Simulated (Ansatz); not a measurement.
LaB6 (space group Pm-3m, No. 221)

```xyz
7
Lattice="4.1299 0.0000 0.0000 0.0000 4.1299 0.0000 0.0000 0.0000 4.1299" Properties=species:S:1:pos:R:3 pbc="T T T"
La     0.0000     0.0000     0.0000
B      0.8244     2.0649     2.0649
B      3.3055     2.0649     2.0649
B      2.0649     2.0649     0.8244
B      2.0649     2.0649     3.3055
B      2.0649     0.8244     2.0649
B      2.0649     3.3055     2.0649
```

Method: PBEsol (Ansatz, a first-principles code), without spin-orbit coupling. Settings: 11×11×11 k-points, 0.05 eV Fermi–Dirac smearing.

```yaml
volume_per_atom: 10.06 Å³
density: 4.80 g/cm³
band_gap: zero
total_energy: -1011.605 eV/atom (σ→0; compares only within this code and set-up)
```

No phonon test of stability was made. All final runs are without spin polarisation. An odd electron count without spin: LaB6.
